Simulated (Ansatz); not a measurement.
Band structure of VTl₃Se₂S₂ (Fmm2, 8 atoms in the cell).

```xyz
8
Lattice="0.0000 5.5383 3.9040 5.4964 0.0000 3.9040 5.4964 5.5383 0.0000" Properties=species:S:1:pos:R:3 pbc="T T T"
V      5.4964     5.5383     0.0457
Tl     2.7482     2.7691     0.0422
Tl     8.2447     8.3074     3.9462
Tl     5.4964     5.5383     3.8673
Se     5.4964     9.1982     2.5875
Se     5.4964     1.8784     2.5875
S      7.2639     5.5383     1.2698
S      3.7290     5.5383     1.2698
```

Method: LDA (PW92), PAW files made with PBE (plane waves; Ansatz, a program for electronic structure).

Settings: basis.ecutwfc = 420 eV; kpoints.mp_grid.grid = 3 3 3; hamiltonian.xc = lda; hamiltonian.pseudopotentials = {kind: paw} (the program's default PAW files); scf.occupations.method = fixed; kpoints.band_path.npoints = 8.

The starting cell comes from a database of computed structures (which also holds hypothetical and non-ambient phases and stackings), without a prior relaxation at this level. Spin-orbit coupling is off.

Problem. Predict the gap along the standard path and the places of the band edges.

Solution. The gap along the path is 1.51 eV, direct at Y to within 0.01 eV. Another conduction valley lies within 0.1 eV, so the order of the valleys is not sure.

Levels in eV from the top of the valence band on the path, bands 45 to 52:
```csv
point,45,46,47,48,49,50,51,52
Γ,-1.62,-1.46,-0.94,-0.88,2.15,2.18,2.34,2.41
Y,-0.73,-0.51,-0.50,0.00,1.51,1.83,1.90,2.51
T,-0.63,-0.27,-0.06,-0.01,1.78,1.83,1.87,2.31
Z,-0.82,-0.66,-0.66,-0.20,1.55,1.76,1.93,2.62
X,-0.63,-0.27,-0.06,-0.01,1.78,1.83,1.87,2.31
A1,-0.76,-0.71,-0.58,-0.55,1.61,1.62,2.53,2.58
```

Keys are those of Ansatz 0.2.
